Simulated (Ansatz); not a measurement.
Take ZrSe2 in the CdI2 type structure (space group P-3m1, No. 164; a = 3.735 Å, c = 6.031 Å; layered, stacked along the Cartesian z axis) as the base.

All numbers come from PBE-D3(BJ)/PAW in Ansatz (a quantum-chemistry and plane-wave program), no spin-orbit coupling, earlier PAW set.

Before the change:

```
Quantity                Value
-------------------  --------
c/a ratio               1.615
Lattice parameter a  373.5 pm
```

Perturbation: every Zr is replaced by Ti; the structure is relaxed again.

Tabulated Pauling electronegativity and covalent radius: Zr 1.33, 1.75 Å; Ti 1.54, 1.60 Å.

Task: Predict the new c/a ratio and lattice parameter a.

Result: The c/a ratio goes up by 0.072, from 1.615 to 1.687; the lattice parameter a falls by 25.4 pm (373.5 pm → 348.1 pm).

Stability against distortions was not tested. The final runs are not spin-polarised.
